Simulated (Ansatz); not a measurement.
## GaSi$_{15}$ at 1670 K

System: composition GaSi15, cell Ga4Si60, held well above this temperature first, at a temperature that wasn't checked against the liquidus, so perhaps supercooled [in the run: it was liquid; mean temperature 1601 K (target 1670 K); density 2.64 g/cm³; mean pressure -0.6 GPa against a target of 0].

The numbers are results of PBE (plane waves, PAW; Ansatz, a quantum-chemistry and plane-wave program), not measurements.

| Item | Value |
|---|---|
| number of atoms | 64 |
| time step | 2.0 fs; target pressure 0 GPa |
| sampled time | 6.4 ps (NVE); in preparation the cell's shape was held |
| plane-wave cutoff | 420 eV |
| k-points | one point, (1/4, 1/4, 1/4) |
| Fermi-Dirac width | 0.144 eV |
| spin | not polarised; no spin-orbit coupling |

```yaml
mean_temperature: 1601 ± 6 K
mean_pressure: -0.56 ± 0.14 GPa
volume_per_atom: 19.3 Å³
density: 2.64 g/cm³
first peak of g(Ga-Si): 2.63 Å, height 1.8
first minimum of g(Ga-Si): near 3.7 Å
first peak of g(Si-Si): 2.46 Å, height 2.2
first minimum of g(Si-Si): near 3.3 Å
coordination of Si (bonds up to Ga-Si 3.66, Si-Si 3.30 Å): 7.4 (7-fold 29 %, 8-fold 26 %, 6-fold 19 %)
Ga-Si-Si angle: mean 98°, spread 33°, most frequent near 70°
Si-Si-Si angle: mean 98°, spread 33°, most frequent near 56°
Si-Ga-Si angle: mean 96°, spread 35°, most frequent near 50°
state: all species diffuse (liquid)
diffusion coefficient of Ga (no finite-size correction): 20 × 10⁻⁵ cm²/s (± 4)
diffusion coefficient of Si (no finite-size correction): 20 × 10⁻⁵ cm²/s (± 0.8)
mean vibrational (phonon) frequency: 4.9 THz
```

Preparation at the same level, by Langevin dynamics: ease 0.15 ps at 1420 K; melt 0.74 ps at 2839 K, volume free at 4 GPa; cool 0.26 ps from 2839 to 1920 K (3500 K/ps); cool 0.66 ps from 1920 to 1670 K (380 K/ps), volume free; settle 1.61 ps at 1670 K, volume free; hold 0.38 ps at 1670 K. The solute's share, one atom in sixteen, is far above doping levels in devices. Atoms moved only 3.0 Å² (mean square) in the hot stage, so mixing may be incomplete. The cell wasn't fully relaxed to the target pressure: the run's mean is -0.6 GPa. On the run's last frame a denser k-mesh moved the forces by 0.102 eV/Å rms, the static pressure by 0.21 GPa and the free energy by 16 meV/atom, which is about how far such values are converged. Warnings of the run: stress scf threshold loose, symmetry auto disabled.

The run lasts picoseconds, in a cell of about a nanometre.
